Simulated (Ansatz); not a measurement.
Band structure of Cs2O2 (Cmcm, 4 atoms in the cell).

```xyz
4
Lattice="2.0487 -6.2575 0.0000 2.0487 6.2575 0.0000 0.0000 0.0000 4.4742" Properties=species:S:1:pos:R:3 pbc="T T T"
Cs     2.0487    -1.5651     3.3557
Cs     2.0487     1.5651     1.1186
O      2.0487    -4.7955     3.3557
O      2.0487     4.7955     1.1186
```

Level of theory: LDA (PW92), PAW files made with PBE (plane waves; Ansatz, a quantum-chemistry and plane-wave program).

Settings: kpoints.mp_grid.grid = 7 7 6; hamiltonian.xc = lda; hamiltonian.pseudopotentials = {kind: paw} (an earlier, softer set of the program's PAW files); scf.occupations.method = fermi_dirac; scf.occupations.width = 0.1 eV; kpoints.band_path.npoints = 8.

The starting cell comes from a database of computed structures (which also holds hypothetical and non-ambient phases and stackings), without a prior relaxation at this level. Its lattice was rescaled by a random factor within 2.5 % of one. The run gives no clean gap (levels at the Fermi energy touch, overlap or are partly filled at this smearing), which alone does not show that the compound is a metal.

Levels in eV from the Fermi level, bands 13 to 18:
```csv
point,13,14,15,16,17,18
Γ,-0.06,-0.05,-0.04,0.02,4.23,4.93
X,-0.81,-0.59,-0.57,-0.02,5.86,6.29
S,-0.81,-0.62,-0.60,-0.03,5.89,6.08
R,0.08,0.08,0.17,0.17,5.29,5.29
A,0.08,0.08,0.14,0.14,5.10,5.10
Z,-0.52,-0.52,-0.14,-0.14,6.10,6.10
Y,-0.12,-0.09,0.02,0.09,4.92,5.77
X1,-0.81,-0.59,-0.57,-0.02,5.86,6.29
A1,0.08,0.08,0.14,0.14,5.10,5.10
T,-0.49,-0.49,-0.35,-0.35,5.76,5.76
```

Bands cross the Fermi level along this path, so the cell is metallic at this level.

Keys are those of Ansatz 0.2.
